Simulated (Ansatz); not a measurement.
The reference is ZnCu$_{2}$SnS$_{4}$ (space group I-4, No. 82).

```yaml
crystal:
  lattice:
    - [-2.65874, 2.65874, 5.32154]
    - [2.65874, -2.65874, 5.32154]
    - [2.65874, 2.65874, -5.32154]
  atoms:
    - { symbol: Cu, position: [0.00000, 0.00000, 0.00000] }
    - { symbol: Cu, position: [0.75000, 0.25000, 0.50000] }
    - { symbol: Zn, position: [0.25000, 0.75000, 0.50000] }
    - { symbol: Sn, position: [0.50000, 0.50000, 0.00000] }
    - { symbol: S, position: [0.36981, 0.90003, 0.00920] }
    - { symbol: S, position: [0.09997, 0.10917, 0.46979] }
    - { symbol: S, position: [0.89083, 0.36062, 0.99080] }
    - { symbol: S, position: [0.63938, 0.63019, 0.53021] }
```

The values are results of LDA, PAW, 420 eV (Ansatz, an electronic-structure program; no spin-orbit coupling), not measurements.

Strains are applied to the cell and any free atomic positions relax.

One change was made to it. Results:

```csv
quantity,base,after
energy relative to the base (free energy F),0 meV/atom,+9.9 meV/atom
"pressure (mean of the normal stresses, compression positive)",0.0 GPa,-3.5 GPa
"valley order (the lowest conduction-band minima on the path, energy above the VBM, named in the base's zone)","Γ 0.14 eV; X (0, 0, 1/2) 0.49 eV; M (1/2, 1/2, 1/2) 1.15 eV","Γ 0.02 eV; X (0, 0, 1/2) 0.41 eV"
```

Name the change that was made.
(A) isotropic strain +2.25 %
(B) isotropic strain +1.50 %
(C) isotropic strain +3.00 %

B, isotropic strain +1.50 %. For comparison, the valley order in the other runs: isotropic strain +2.25 % gives Γ 0.04 eV; X (0, 0, 1/2) 0.42 eV; isotropic strain +3.00 % gives Γ 0.05 eV; X (0, 0, 1/2) 0.39 eV.

The levels and masses belong to the bands next to the band gap. No phonon test of stability was made. All final runs are without spin polarisation.
